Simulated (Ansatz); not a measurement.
An Ansatz (a first-principles code) run: Al2Cu; r2SCAN (Ansatz, PAW, no spin-orbit coupling), earlier PAW set.

Input:

Ansatz 0.2 input:
```yaml
crystal:
  lattice:
    - [0, 2.867808144, 2.867808144]
    - [2.867808144, 0, 2.867808144]
    - [2.867808144, 2.867808144, 0]
  atoms:
    - { symbol: Al, position: [0.25, 0.25, 0.25] }
    - { symbol: Al, position: [0.75, 0.75, 0.75] }
    - { symbol: Cu, position: [0.5, 0.5, 0.5] }
basis: { ecutwfc: 500, ecutrho_ratio: 4, xc_grid: 4, fft_grid_basis: typed }
kpoints: { mp_grid: { grid: [14, 14, 14] } }
hamiltonian:
  xc: r2scan
  dispersion: none
  pseudopotentials: { azcp: { folder: ./paw }, kind: paw }
scf: { occupations: { method: fermi_dirac, width: 0.05 }, convergence: { dr2_threshold: 0.0000000003 } }
output: { forces: true, stress: true }
```

Output (explanatory and most iteration lines left out):

```
Pseudopotential: Al, paw, valence charge 3
Pseudopotential: Cu, paw, valence charge 19
Crystal: 3 atoms, lattice volume = 47.172 Å³
Basis set: ecut = 500 eV, 1243 PW (Γ), exchange–correlation on 120×120×120 points (64 copies of the dense FFT grid, shifted against one another)
Bands: 17, of which v1, the nominal top of the filled ones, is band 13 counted from 1 (12 counted from 0)
Symmetry: 48 space group operations
Space group: Fm-3m (ITA 225), of the structure as read, at distance tolerance 3.6e-5 Å
k-points: 104 of 2744
Functional: x = r2scan, c = r2scan; τ floored in thin density (d = 2e-4 eV/Å³)
SCF iter   1: F=—  HF=-7714.867032 eV  |F-HF|=—  |Δ(HF+E_count)|=         —  Δρ=2.63e-1  dr2=2.22e1  dr2_τ=2.92e-2  ethr=3.10e-3  ⟨swp⟩=5.9  Hψ=9163  notcnv=0
SCF iter   2: F=—  HF=-7716.281161 eV  |F-HF|=—  |Δ(HF+E_count)|=    1.41e0  Δρ=2.01e-1  dr2=9.83e0  dr2_τ=2.19e-1  ethr=3.10e-3  ⟨swp⟩=4.4  Hψ=6401  notcnv=0  defer=13
SCF 1 converged in 13 iterations: F = -7712.710174 eV  dr2 = 1.06e-11
SCF converged after 13 iterations
Free energy (F): -7712.710174 eV
Internal energy: -7712.702931 eV  (E = F + TS)
E sigma→0 (E₀):  -7712.706552 eV
Entropy (-TS):   -0.007243 eV (-2.414 meV/atom)
Fermi energy:    9.195146 eV
--- Forces (eV/Å), atoms counted from 1 ---
  atom   1  Al    -0.00000000    -0.00000000    -0.00000000
  atom   2  Al    -0.00000000     0.00000000    -0.00000000
  atom   3  Cu     0.00000000    -0.00000000     0.00000000
--- Stress (GPa, compression-positive) ---
       -0.016091      -0.000000      -0.000000
       -0.000000      -0.016091       0.000000
       -0.000000      -0.000000      -0.016091
  P = ⅓ Tr σ = -0.0161 GPa (-0.161 kbar)
```

Stability against distortions was not tested. The base started in I4/mmm and relaxed to Fm-3m at this level. The final runs are not spin-polarised. The cell is Al$_{2}$Cu (space group Fm-3m, No. 225; a cell from a computed database, its experimental status unchecked).
